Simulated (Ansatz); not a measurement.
**Carrier properties of ZnO (P6_3mc)**

```
ZnO
1.0
    3.17477     0.00000     0.00000
   -1.58738     2.74943     0.00000
    0.00000     0.00000     5.49362
Zn O
2 2
Cartesian
  0.00000   1.83295   0.03227
  1.58738   0.91648   2.77908
  0.00000   1.83295   2.02784
  1.58738   0.91648   4.77465
```

Level of theory: r2SCAN with spin-orbit coupling, rigid bands (plane waves, PAW; Ansatz, a quantum-chemistry and plane-wave program). Condition of this run: uniaxial stress along c of -8.8 GPa (compression positive) (the target of the relaxation). Cell: cell and atoms relaxed with PBEsol, then loaded as said.

```yaml
band_gap: 1.08 eV
electron conductivity mass (300 K, dilute): 0.20 (x), 0.20 (y), 0.178 (z) mₑ
hole conductivity mass (300 K, dilute): 1.91 (x), 1.91 (y), 2.7 (z) mₑ
effective density of states N_c (300 K): 2.0e18 cm⁻³
effective density of states N_v (300 K): 1.0e20 cm⁻³
density_of_states_mass_electrons: 0.186 mₑ
density_of_states_mass_holes: 2.5 mₑ
Seebeck coefficient, n-type 1e19 cm⁻³, 300 K: -111 μV/K
best n-type power factor at 300 K for τ = 10 fs (best axis; densities from 1e16 to 1e21 cm⁻³ tried, whether or not they can be reached): 1.85 μW/(cm·K²) at 1e19 cm⁻³
Seebeck coefficient, p-type 1e19 cm⁻³, 300 K: 444 μV/K
best p-type power factor at 300 K for τ = 10 fs (best axis; densities from 1e16 to 1e21 cm⁻³ tried, whether or not they can be reached): 12.2 μW/(cm·K²) at 3e20 cm⁻³
```

Rigid bands; masses and Seebeck coefficients take one relaxation time τ for all states and one kind of carrier; polarons and phonon drag are left out. Geometry: cell and atoms relaxed with PBEsol.
